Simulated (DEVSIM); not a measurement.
Device: TaN/SiON/p-Si capacitor, at 300 K.

```
layer (left to right)  material  thickness (nm)  Na (cm⁻³)
---------------------  --------  --------------  ---------
1                          SiON            13.0          -
2                            Si           12000     4.6e15
```

Metal gate on the left, work function 4.4 eV. Fixed charge at the semiconductor interface 1.3e11 cm⁻² (in units of +e); no interface traps.

This is a model device: material constants are rounded textbook-type values typed into the input, and sizes, dopings and lifetimes were drawn at random. Values at 300 K.

```
parameter      SiON       Si
-------------  ----  -------
gap (eV)          7    1.124
affinity (eV)   1.4     4.05
permittivity    5.5     11.7
Nc (cm⁻³)         -  2.86e19
Nv (cm⁻³)         -   3.1e19
```

DEVSIM, 1D Poisson equation in equilibrium, Boltzmann statistics, complete ionisation; no quantum confinement or tunnelling. Metal contacts follow the ideal Schottky-Mott rule: no Fermi-level pinning, no interface dipoles.

Give the band bending (positive: bands bend down) and minority sheet density.


| Vg (V) | ψs (V) | minority carriers (cm⁻²) |
|---|---|---|
| -2.2 | -0.227 | < 1e8 |
| -1.9 | -0.215 | < 1e8 |
| -1.6 | -0.199 | < 1e8 |
| -1.3 | -0.178 | < 1e8 |
| -1 | -0.142 | < 1e8 |
| -0.7 | -0.057 | < 1e8 |
| -0.4 | 0.163 | < 1e8 |
| -0.1 | 0.435 | < 1e8 |
| 0.2 | 0.709 | 1.7e10 |
| 0.5 | 0.814 | 4.6e11 |
| 0.8 | 0.850 | 1.1e12 |
| 1.1 | 0.871 | 1.7e12 |
| 1.4 | 0.886 | 2.4e12 |
